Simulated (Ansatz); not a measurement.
Given:

```yaml
crystal:
  lattice:
    - [0.00000, 2.04300, 2.04300]
    - [2.04300, 0.00000, 2.04300]
    - [2.04300, 2.04300, 0.00000]
  atoms:
    - { symbol: Al, position: [0.00000, 0.00000, 0.00000] }
```

The numbers are results of PBEsol, DFPT electron-phonon coupling, linearised Boltzmann equation (plane waves, PAW, scalar-relativistic; Ansatz, a first-principles code), not measurements. Condition of this run: hydrostatic pressure -4 GPa (the target of the relaxation). Geometry: relaxed with this functional, without spin-orbit coupling, then loaded as said.

Question: Predict the intrinsic resistivity at 300 K.

Answer: 2.8 μΩ·cm.

Question: And the electrons' mean free path at that temperature?

Answer: 19.1 nm, weighted by the current that each state carries. Wires not much wider than this gain resistivity from their walls.

A metal at this level (no band gap). Only scattering by harmonic phonons is included (no impurities, grain boundaries, electron-electron scattering or thermal expansion). Spin-orbit coupling is left out. The squared frequency of the phonon mode least converged on the k mesh is uncertain by 11 %. The run warned that the eigensolver left some states short of its tolerance. Halving the electron mesh (36x36x36) moves the resistivity by up to 1 % at 300 K, the mean free path by up to 2 %. Smearing 0.20 eV; phonons on a 6x6x6 q mesh, which this run doesn't test.
